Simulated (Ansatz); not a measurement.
Start from TiTe2 in the CdI2 type structure (space group P-3m1, No. 164; a = 3.618 Å, c = 6.225 Å; layered, stacked along the Cartesian z axis). Axes: x lies along a and z along c of the hexagonal cell.

All numbers come from PBEsol-D3(BJ)/PAW in Ansatz (an electronic-structure program), scalar-relativistic without spin-orbit coupling.

Base values:

The pressure comes out as 0.0 GPa, the shortest interatomic distance is 2.712 Å and the band gap is zero.

It is then changed as follows: uniaxial strain ε_xx = −1.04 %, all other strain components held at zero; the atoms relax in the strained cell.

### Question
Estimate the effect on the pressure.

### Answer
The pressure (mean of the normal stresses, compression positive) goes from zero to 0.6 GPa.

### Question
What does the calculation give for the energy relative to the base after the change?

### Answer
The energy rises by 0.9 meV/atom.

### Question
How does this affect the shortest interatomic distance?

### Answer
The shortest interatomic distance shrinks by 0.008 Å (2.712 Å → 2.704 Å).

### Question
What does the calculation give for the band gap after the change?

### Answer
The band gap remains zero.

Without a gap, meshes like the base's 15×15×8 leave anisotropic stresses uncertain by several tenths of a GPa, and small strain energies with them. Whether these cells are dynamically stable was not tested. The final runs are not spin-polarised.
